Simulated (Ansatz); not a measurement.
Input and output of a relaxation of cell and atoms for CaAlSiH (P3m1, 4 atoms in the cell) (Ansatz, a quantum-chemistry and plane-wave program).

Level of theory: PBEsol, default PAW files made with PBE (plane waves; Ansatz).

The change in words: atoms on their sites; basis.ecutwfc: 420 eV → 210 eV; relax: default → cell and atoms. Reference geometry:
```
CaAlSiH
1.0
    4.13085     0.00000     0.00000
   -2.06542     3.57742     0.00000
    0.00000     0.00000     4.68414
Ca Al Si H
1 1 1 1
Direct
  0.00000   0.00000   0.01059
  0.66667   0.33333   0.45711
  0.33333   0.66667   0.56589
  0.66667   0.33333   0.08378
```

Reference input (self-consistent single point, DFT, PBEsol, plane waves, default PAW files made with PBE): basis.ecutwfc = 420 eV; kpoints.mp_grid.grid = 7 7 5; hamiltonian.xc = pbesol; hamiltonian.pseudopotentials = {kind: paw} (the program's default PAW files); scf.occupations.method = fermi_dirac; scf.occupations.width = 0.01 eV. This run's input differs from it in these lines:

Ansatz 0.2 input:
```diff
@@ -7,3 +7,3 @@
   atoms:
-    - { symbol: Ca, position_ang: [0.00000000, 0.00000000, 4.73375873] }
+    - { symbol: Ca, position_ang: [0.00000000, 0.00000000, 4.68376027] }
     - { symbol: Al, position_ang: [2.06542707, 1.19247247, 2.14116495] }
@@ -12,3 +12,3 @@
 basis:
-  ecutwfc: 420.0
+  ecutwfc: 210.0
 kpoints:
@@ -20,2 +20,4 @@
   occupations: { method: fermi_dirac, width: 0.01 }
+relax:
+  cell: {}
 output:
```

Log, with long lists cut:

```
   [... SCF lines of the steps left out ...]
relax step   1: F+E_penalty+E_count = -2955.61575564 eV  Δ(F+E_penalty+E_count) = +0.000e0 eV  max|allowed force component| = 2.661e-1 eV/Å  Δτ_max = 0.0000 Å  P = +0.173 GPa  Ω = 69.221 Å³  (7 SCF iters, dr2 threshold 1.00e-7 eV, accepted)
relax step   2: F+E_penalty+E_count = -2955.73360836 eV  Δ(F+E_penalty+E_count) = -1.179e-1 eV  max|allowed force component| = 2.067e-1 eV/Å  Δτ_max = 0.0443 Å  P = +1.475 GPa  Ω = 67.864 Å³  energy of the carried Pulay correction = +1.282e-1 eV  (6 [...]
   [... lines left out ...]
relax step  19: F+E_penalty+E_count = -2955.64719463 eV  Δ(F+E_penalty+E_count) = -2.693e-3 eV  max|allowed force component| = 5.085e-4 eV/Å  Δτ_max = 0.0012 Å  P = +0.001 GPa  Ω = 67.964 Å³  energy of the carried Pulay correction = +2.665e-3 eV  (4 [...]
relax step  20: F+E_penalty+E_count = -2955.64307202 eV  Δ(F+E_penalty+E_count) = +4.123e-3 eV  max|allowed force component| = 2.757e-3 eV/Å  Δτ_max = 0.0000 Å  P = +0.006 GPa  Ω = 67.964 Å³  stress off target by 4.60e-2 GPa  SCF on the basis [...]
basis re-selected at this cell: Δ(F+E_penalty+E_count) = +4.123e-3 eV, ΔP = +0.005 GPa vs the last step
the relaxation is at rest under the 6 symmetry operations that the run kept from its start: a minimum is not shown …
Free energy (F): -2955.643072 eV
Internal energy: -2955.643072 eV  (E = F + TS)
E sigma→0 (E₀):  -2955.643072 eV
Entropy (-TS):   -0.000000 eV (-0.000 meV/atom)
Fermi energy:    7.240552 eV
--- Forces (eV/Å), atoms counted from 1 ---
  atom   1  Ca     0.00000000     0.00000000    -0.00104994
   [... lines left out ...]
  cell:  # Å, volume = 67.9638 Å³
   [... lines left out ...]
  atoms:
    - { symbol: Ca, position: [2.775557561562892e-17, 1.850372590034581e-17, 1.0063032809699235] }
    - { symbol: Al, position: [0.6666666666666666, 0.3333333333333334, 0.467786884850094] }
    - { symbol: Si, position: [0.3333333333333334, 0.6666666666666667, 0.5619093936589235] }
    - { symbol: H, position: [0.6666666666666666, 0.3333333333333334, 0.07070044169523504] }
```

The run converged. 

Summary of the result:
```
Item                                                                                                   Value
-----------------------------------------------  -----------------------------------------------------------
Free energy E − TS (on the zero of these files)                                                -2955.6431 eV
Gap on the k-point mesh                                                                              0.27 eV
Pressure                                                                                            0.01 GPa
Largest force (vector length)                                                                     0.003 eV/Å
Final cell                                       a = b = 4.1548 Å, c = 4.5461 Å, α = β = 90.00°, γ = 120.00°
Final volume per atom                                                                               16.99 Å³
Relaxation steps                                                                                          20
```

The starting cell comes from a database of computed structures (which also holds hypothetical and non-ambient phases and stackings), without a prior relaxation at this level. Its lattice was rescaled by up to half a per cent. The relaxation keeps the symmetry of its start, so its end need not be a minimum. Ansatz's pressure includes its estimate of the finite-basis (Pulay) stress. Without the estimate this run gives -15.08 GPa. The cutoff lies below the one recommended for these files.

Cost on one core of a shared machine: roughly 30 s.
